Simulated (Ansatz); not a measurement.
# Hypothetical diamond Y under a change: pressure 0.3 GPa

Base system: Y in the diamond structure (space group Fd-3m, No. 227; a = 6.824 Å; a hypothetical phase, not in the database extracts checked).

One thing is altered: a hydrostatic pressure of 0.3 GPa.

Calculations: PBEsol (Ansatz, a program for electronic structure, PAW, scalar-relativistic without spin-orbit coupling). Settings: 12×12×12 k-points, 0.05 eV Fermi–Dirac smearing.

The volume per atom shrinks by 0.66 Å³ (39.73 Å³ → 39.07 Å³) and the density grows by 0.06 g/cm³ (3.72 g/cm³ → 3.78 g/cm³). The lattice parameter a decreases by 0.038 Å, from 6.824 Å to 6.786 Å and the shortest interatomic distance falls by 0.016 Å, from 2.955 Å to 2.939 Å. The enthalpy H = E + PV relative to the base's energy is +0.07 eV/atom and the band gap remains zero.

Final structure:

```yaml
crystal:
  lattice:
    - [0.00000, 3.39318, 3.39318]
    - [3.39318, 0.00000, 3.39318]
    - [3.39318, 3.39318, 0.00000]
  atoms:
    - { symbol: Y, position: [0.25000, 0.25000, 0.25000] }
    - { symbol: Y, position: [0.00000, 0.00000, 0.00000] }
```

Load acts through the strain it causes; cell and atoms are relaxed under it. Stability against distortions was not tested. All final runs are without spin polarisation. Y has a high density of states at the Fermi level and may be magnetic at this level.
